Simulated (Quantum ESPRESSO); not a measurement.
## Pressure against volume in rock-salt MgS (space group 225) (Quantum ESPRESSO, PBEsol)

```yaml
crystal:
  lattice:
    - [0.00000, 2.52451, 2.52451]
    - [2.52451, 0.00000, 2.52451]
    - [2.52451, 2.52451, 0.00000]
  atoms:
    - { symbol: Mg, position: [0.00000, 0.00000, 0.00000] }
    - { symbol: S, position: [0.50000, 0.50000, 0.50000] }
```

Level of theory: PBEsol, GBRV 1.5 ultrasoft (PBESOL) pseudopotentials (plane waves; Quantum ESPRESSO). Settings: ecutwfc = 52 Ry; ecutrho = 260 Ry; occupations = smearing; smearing = fd; degauss = 0.000734986 Ry; potentials = {Mg: mg_pbesol_v1.4.uspp.F.UPF, S: s_pbesol_v1.4.uspp.F.UPF}; K_POINTS = automatic 11 11 11 0 0 0; conv_thr = 1e-10 Ry. The cell above is the first row's. The rows scale it uniformly. In all rows fractional positions and the k mesh are held.

| V (Å^3/atom) | P (GPa) |
|---|---|
| 16.089 | 7.02 |
| 16.439 | 4.84 |
| 16.789 | 2.87 |
| 17.138 | 1.10 |
| 17.488 | -0.50 |
| 17.838 | -1.95 |
| 18.188 | -3.26 |
| 18.537 | -4.44 |
| 18.887 | ? |

Taking a cubic for P over the 8 complete rows: With u = V - 17.3, the rows have u = -1.2110, -0.8610, -0.5110, -0.1620, 0.1880, 0.5380, 0.8880, 1.2370. Least squares gives P = 0.337 - 4.5950·u + 0.6778·u² - 0.0696·u³. Residuals (row less fit): 0.001, 0.000, -0.001, 0.001, 0.003, 0.000, -0.002, 0.002; standard error 0.002 (degrees of freedom: 4). The fitted pressure is zero at V0 = 17.37, where dP/dV = -4.496, so B0 = -V0·dP/dV = 78.1 GPa.

Question: Predict the withheld P at V = 18.887 from the fit, and compare with the calculation.

Answer: u = 1.5870, so P = 0.337 - 4.5950 × 1.5870 + 0.6778 × 1.5870² - 0.0696 × 1.5870³ = -5.526 GPa. The calculation gives -5.51 GPa, 0.016 GPa above the prediction (0.1 % of the range of P in the table). The row lies outside the fitted rows, so this is an extrapolation. From the scatter of the fitted rows alone, a prediction at this place has a standard error of 0.006 GPa, so the miss is 2.5 times that.

Carrying the step between the two nearest rows on in a straight line would have given -5.62, off by 0.11; series whose last step already gives the withheld value aren't shown. The scan was laid around a cell of about the measured size, scaled by a guess for this functional. The runs keep the symmetry of the cell, so they don't test it for distortions. Cutoffs and mesh are single choices, not tested for convergence of this quantity. Series with a scatter that would blur these digits, or in which a gap closes, are not shown.
